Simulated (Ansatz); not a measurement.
The parent structure is NbP (space group I4_1md, No. 109; relaxed with 0.1 eV smearing).

```
CELL_PARAMETERS angstrom
     -1.67003     1.67003     5.72454
      1.67003    -1.67003     5.72454
      1.67003     1.67003    -5.72454
ATOMIC_POSITIONS crystal
  Nb 0.99945 0.99945 0.00000
  Nb 0.74945 0.24945 0.50000
  P  0.41655 0.41655 0.00000
  P  0.16655 0.66655 0.50000
```

Cartesian axes are those of the cell as printed.

Calculations: r2SCAN/PAW in Ansatz (a program for electronic structure), spin-orbit coupling left out.

Strains are applied to the cell and any free atomic positions relax.

One change was made to it. Results:

The energy increases by 8.5 meV/atom; the pressure (mean of the normal stresses, compression positive) goes from zero to 6.1 GPa.

Problem. What was done to the base?
A. isotropic strain −0.97 %
B. tensor shear ε_xy = +3.80 %
C. isotropic strain −2.67 %
D. isotropic strain −1.96 %

Solution. A, isotropic strain −0.97 %. For comparison, the energy relative to the base in the other runs: tensor shear ε_xy = +3.80 % gives +53 meV/atom; isotropic strain −2.67 % gives +68 meV/atom; isotropic strain −1.96 % gives +36 meV/atom.

Whether these cells are dynamically stable was not tested. All final runs are without spin polarisation.
